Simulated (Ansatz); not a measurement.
```
InP
1.0
    0.00000     2.93918     2.93918
    2.93918     0.00000     2.93918
    2.93918     2.93918     0.00000
P In
1 1
Cartesian
  1.46959   1.46959   1.46959
  0.00000   0.00000   0.00000
```

### Question
List the harmonic phonon frequencies (cm⁻¹; finite displacements on a 6×6×6 mesh, PBEsol in Ansatz, a first-principles code, k mesh 6×6×6) at q = (0.000, 0.333, 0.333), (0.000, 0.167, -0.167), (0.000, 0.333, -0.333), in fractions of this cell's reciprocal vectors. At Γ leave out the LO-TO shift.

### Answer

- (0.000, 0.333, 0.333): 63, 63, 148, 309, 309, 324
- (0.000, 0.167, -0.167): 48, 66, 109, 300, 304, 332
- (0.000, 0.333, -0.333): 65, 92, 153, 300, 307, 336
